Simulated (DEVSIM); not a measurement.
System: Ni/SiON/n-Ge capacitor, at 300 K.

| layer (left to right) | material | thickness (nm) | Nd (cm⁻³) |
|---|---|---|---|
| 1 | SiON | 1.40 | - |
| 2 | Ge | 380 | 2.4e18 |

Metal gate on the left, work function 5.1 eV. Fixed charge at the semiconductor interface 0 cm⁻² (in units of +e); no interface traps.

The device is made up for the run: typed textbook-type constants, with dimensions and the other settings drawn at random. Values at 300 K.

```csv
parameter,SiON,Ge
gap (eV),7,0.664
affinity (eV),1.4,4
permittivity,5.5,16
Nc (cm⁻³),-,1.04e19
Nv (cm⁻³),-,6e18
```

Model (solved in DEVSIM): 1D Poisson equation in equilibrium, Boltzmann statistics, complete ionisation; no quantum confinement or tunnelling. Metal contacts follow the ideal Schottky-Mott rule: no Fermi-level pinning, no interface dipoles.

Tabulate band edges, carrier densities and field at 0.5 V on the gate.

Energies count from the Fermi level of the right contact; mesh points crowd at the junctions.

```
x (μm)     Ec (eV)  Ev (eV)  n (cm⁻³)  p (cm⁻³)  field (V/cm)
---------  -------  -------  --------  --------  ------------
0.000        3.200   -3.800     < 1e2     < 1e2      -1300000
0.0005068    3.135   -3.865     < 1e2     < 1e2      -1300000
0.0008762    3.088   -3.912     < 1e2     < 1e2      -1300000
0.001400     0.421   -0.243    8.7e11    5.0e14       -700000
0.002523     0.374   -0.290    5.5e12    8.0e13       -410000
0.004029     0.315   -0.349    5.3e13    8.2e12       -370000
0.006525     0.231   -0.433    1.4e15    3.2e11       -300000
0.01300      0.092   -0.572    2.9e17     1.5e9       -130000
0.02139      0.043   -0.621    2.0e18     2.2e8        -15000
0.03531      0.038   -0.626    2.4e18     1.8e8          -190
0.05838      0.038   -0.626    2.4e18     1.8e8           ≈ 0
0.1182       0.038   -0.626    2.4e18     1.8e8           ≈ 0
0.1914       0.038   -0.626    2.4e18     1.8e8           ≈ 0
0.2672       0.038   -0.626    2.4e18     1.8e8           ≈ 0
0.3238       0.038   -0.626    2.4e18     1.8e8           ≈ 0
0.3483       0.038   -0.626    2.4e18     1.8e8           ≈ 0
0.3619       0.038   -0.626    2.4e18     1.8e8           ≈ 0
0.3701       0.038   -0.626    2.4e18     1.8e8           ≈ 0
0.3762       0.038   -0.626    2.4e18     1.8e8           ≈ 0
0.3787       0.038   -0.626    2.4e18     1.8e8           ≈ 0
0.3803       0.038   -0.626    2.4e18     1.8e8           ≈ 0
0.3814       0.038   -0.626    2.4e18     1.8e8           ≈ 0
```
